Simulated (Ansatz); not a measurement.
SrTiO3 under load (space group P4/mmm), PBEsol with spin-orbit coupling, rigid bands (Ansatz, a quantum-chemistry and plane-wave program). Condition of this run: uniaxial stress zz = -2 GPa (compression positive) (the target of the relaxation). Band gap 1.82 eV, N_c = 4.97e19 cm⁻³ and N_v = 1.74e20 cm⁻³ at 300 K, conductivity masses along z (a = (3.89, 0.00, 0.00) Å; b = (0.00, 3.89, 0.00) Å; c = (0.00, 0.00, 3.92) Å) of 0.576 mₑ (electrons) and 2.50 mₑ (holes). Take k_BT = 0.02585 eV.

Question: A film of it is 8 nm thick, with its normal along the direction named. Estimate the confinement energies in an infinite well.

Answer: ħ²π²/(2m t²) = 0.376 eV·nm²/(m/mₑ × t²) gives 10.2 meV for electrons and 2.35 meV for holes, so the gap would widen to about 1.83 eV. Finite barriers and nonparabolic bands lower this, and with several valleys or bands the heaviest mass along the normal sets the lowest level, not this average.

Question: Find the intrinsic carrier density and the intrinsic Fermi level.

Answer: n_i = √(N_c N_v) exp(−E_g/2k_BT) = 9.30e19 × exp(−35.20) = 4.8e4 cm⁻³. The level lies (k_BT/2) ln(N_v/N_c) = 16 meV from mid-gap (positive towards the conduction band). Each 0.1 eV added to the gap lowers n_i by a factor of 6.9.

Question: What thermal injection velocity √(2k_BT/πm) limits a ballistic channel along the direction named?

Answer: 7.09e6 cm/s for electrons and 3.40e6 cm/s for holes, a ratio of √(m_h/m_e) = 2.08, for dilute carriers.

Rigid bands with the computed gap; masses take one relaxation time for all states.
